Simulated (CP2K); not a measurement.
Band structure of KMgF3 (Pm-3m, 5 atoms in the cell).

```yaml
crystal:
  lattice:
    - [4.00234, 0.00000, 0.00000]
    - [0.00000, 4.00234, 0.00000]
    - [0.00000, 0.00000, 4.00234]
  atoms:
    - { symbol: K, position: [0.50000, 0.50000, 0.50000] }
    - { symbol: Mg, position: [0.00000, 0.00000, 0.00000] }
    - { symbol: F, position: [0.00000, 0.50000, 0.00000] }
    - { symbol: F, position: [0.50000, 0.00000, 0.00000] }
    - { symbol: F, position: [0.00000, 0.00000, 0.50000] }
```

Level of theory: PBE, GPW, DZVP-MOLOPT-SR-GTH basis, GTH-PBE potentials (GTH_POTENTIALS) run with CP2K 2026.2.

Settings: CUTOFF = 1000 Ry; REL_CUTOFF = 60 Ry; SMEAR/METHOD = FERMI_DIRAC; ELECTRONIC_TEMPERATURE = 232.09 K; KPOINTS/SCHEME = MONKHORST-PACK 4 4 4; GAMMA_CENTERED = T; XC_FUNCTIONAL = PBE; K/BASIS_SET = DZVP-MOLOPT-SR-GTH-q9; K/POTENTIAL = GTH-PBE-q9; Mg/BASIS_SET = DZVP-MOLOPT-SR-GTH-q10; Mg/POTENTIAL = GTH-PBE-q10; F/BASIS_SET = DZVP-MOLOPT-SR-GTH-q7; F/POTENTIAL = GTH-PBE-q7; METHOD = GPW.

The starting cell comes from a database of computed structures (which also holds hypothetical and non-ambient phases and stackings), without a prior relaxation at this level. Its lattice was rescaled by a random factor within 2.5 % of one. Values carry the incompleteness of an atom-centred basis.

**Question.** Predict the gap along the standard path and the places of the band edges.

**Answer.** The gap along the path is 7.24 eV, from R to Γ; the smallest direct gap on it is 7.58 eV.

Levels in eV from the top of the valence band on the SCF mesh, bands 17 to 21:
```
point     17     18     19     20     21
-----  -----  -----  -----  -----  -----
Γ      -0.61  -0.34  -0.34  -0.34   7.24
X      -0.82  -0.82  -0.54  -0.54  10.19
M      -1.00  -0.89  -0.89  -0.02  10.83
R      -1.11   0.00   0.00   0.00  10.38
```

Higher empty bands are left out: an atom-centred basis made for the valence describes them poorly.
